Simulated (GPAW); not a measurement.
Worked example: self-consistent single point of IrPd₃ (I4/mmm, 4 atoms in the cell) in GPAW.

Method of the run: LDA (Perdew-Wang 92), GPAW PAW datasets LDA (gpaw-data 1.0.1) (plane waves; GPAW).

The change in words: lattice scaled by 0.98. Reference geometry:
```yaml
crystal:
  lattice:
    - [-1.96947, 1.96947, 3.89285]
    - [1.96947, -1.96947, 3.89285]
    - [1.96947, 1.96947, -3.89285]
  atoms:
    - { symbol: Pd, position: [0.75000, 0.25000, 0.50000] }
    - { symbol: Pd, position: [0.25000, 0.75000, 0.50000] }
    - { symbol: Pd, position: [0.50000, 0.50000, 0.00000] }
    - { symbol: Ir, position: [0.00000, 0.00000, 0.00000] }
```

Reference input (self-consistent single point, DFT LDA (Perdew-Wang 92), plane waves, GPAW PAW datasets LDA (gpaw-data 1.0.1)): mode = pw; ecut = 550 eV; xc = LDA; kpts = 8 8 8; mesh shift (steps) = 0 0 0; occupations.name = methfessel-paxton; occupations.width = 0.2 eV; occupations.order = 0; nbands = -8; convergence.density = 1e-05 e/electron; symmetry.symmorphic = false; symmetry.tolerance = 0.0005. This run's input differs from it in these lines:

```diff
@@ -5,5 +5,5 @@
 atoms = Atoms(['Pd', 'Pd', 'Pd', 'Ir'],
-              cell=[[-1.969465, 1.969465, 3.892850],
-                    [1.969465, -1.969465, 3.892850],
-                    [1.969465, 1.969465, -3.892850]],
+              cell=[[-1.930076, 1.930076, 3.814993],
+                    [1.930076, -1.930076, 3.814993],
+                    [1.930076, 1.930076, -3.814993]],
               scaled_positions=[[0.750000, 0.250000, 0.500000],
```

Output, abridged:

```
     iter     time        total  log10-change:
                         energy   eigst   dens
iter:   1 --:--:--   -35.538682
iter:   2 --:--:--   -31.213621   -1.01  -1.16
iter:   3 --:--:--   -27.852523   -0.46  -1.23
iter:   4 --:--:--   -28.974416   -0.86  -1.47
iter:   5 --:--:--   -26.198784   -0.96  -1.35
iter:   6 --:--:--   -26.159408   -1.76  -1.96
iter:   7 --:--:--   -26.091660   -2.88  -2.20
iter:   8 --:--:--   -26.058130   -3.10  -2.38
iter:   9 --:--:--   -26.049605   -3.15  -2.67
iter:  10 --:--:--   -26.049463c  -4.24  -3.10
iter:  11 --:--:--   -26.049338c  -4.96  -3.33
iter:  12 --:--:--   -26.049288c  -5.29  -3.37
iter:  13 --:--:--   -26.049337c  -5.42  -3.60
iter:  14 --:--:--   -26.049404c  -5.84  -3.81
iter:  15 --:--:--   -26.049446c  -5.96  -3.97
iter:  16 --:--:--   -26.049432c  -6.90  -4.08
iter:  17 --:--:--   -26.049410c  -7.34  -4.43
iter:  18 --:--:--   -26.049407c  -8.10c -4.57
iter:  19 --:--:--   -26.049402c  -7.42c -4.60
iter:  20 --:--:--   -26.049402c  -8.43c -4.79
iter:  21 --:--:--   -26.049407c  -7.95c -4.94
iter:  22 --:--:--   -26.049406c  -9.20c -5.41c
Converged after 22 iterations.

Dipole moment: (0.000000, -0.000000, 0.000000) |e|*Ang

Energy contributions relative to reference atoms: (reference = -895506.472254)

Kinetic:         -7.402851
Potential:       -5.062659
External:        +0.000000
XC:             -12.674802
Entropy (-ST):   -0.133433
Local:           -0.842377
SIC:             +0.000000
--------------------------
Free energy:    -26.116123
Extrapolated:   -26.049406

Showing only first 2 kpts
 Kpt  Band  Eigenvalues  Occupancy
  0    29     11.17956    0.62598
  0    30     11.51931    0.00385
  0    31     11.51931    0.00385
  0    32     12.03424    0.00000

  1    29     10.68572    1.99734
  1    30     10.82016    1.96002
  1    31     11.40864    0.03510
  1    32     11.54479    0.00214

Fermi level: 11.11063

No gap
No difference between direct/indirect transitions
Energy (eV): -26.049406

Forces in eV/Ang:
  0 Pd    0.00000   -0.00000    0.00000
  1 Pd   -0.00000    0.00000    0.00000
  2 Pd    0.00000   -0.00000   -0.00000
  3 Ir    0.00000    0.00000   -0.00000

Stress tensor:
     0.023137     0.000000     0.000000
     0.000000     0.023137     0.000000
     0.000000     0.000000     0.023117
Stress (GPa, Voigt): [3.707  3.707  3.7038 0.     0.     0.    ]
```

The run converged in 22 iterations. GPAW prints stress with tension positive. Against the reference run the free energy falls by 57.7 meV/atom and the pressure goes from -16.51 to -3.71 GPa.

The starting cell comes from a database of computed structures (which also holds hypothetical and non-ambient phases and stackings), without a prior relaxation at this level. For this run, on top of that: lattice scaled by 0.98. Spin polarisation is off. With a pressure of about -4 GPa the cell is away from its equilibrium volume at this level.

Cost on one core of a shared machine: roughly 2 min.
